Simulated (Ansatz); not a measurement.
The parent structure is TiC in the rock salt structure (space group Fm-3m, No. 225; relaxed with 0.1 eV smearing).

```
CELL_PARAMETERS angstrom
      0.00000     2.16390     2.16390
      2.16390     0.00000     2.16390
      2.16390     2.16390     0.00000
ATOMIC_POSITIONS crystal
  C  0.00000 0.00000 0.00000
  Ti 0.50000 0.50000 0.50000
```

Cartesian axes are those of the cell as printed.

Computed with Kohn–Sham DFT with the r2SCAN functional, run in Ansatz (a first-principles code) with PAW and 500 eV plane waves, scalar-relativistic without spin-orbit coupling.

For the base:

- Shortest interatomic distance = 2.164 Å
- Band gap = zero

Perturbation: the cell is compressed by 5.97 % along y with no lateral relaxation, atoms relaxed at fixed cell.

Predict the new energy relative to the base, shortest interatomic distance, stress and band gap.

The energy rises by 75 meV/atom; the shortest interatomic distance drops by 0.129 Å to 2.035 Å; the stress (xx, yy, zz, yz, xz, xy; compression positive) amounts to (8.5, 44.0, 8.5, 0.0, 0.0, 0.0) GPa; the band gap stays zero.

The cells carry an imposed strain or load. Stability against distortions was not tested. All final runs are without spin polarisation.
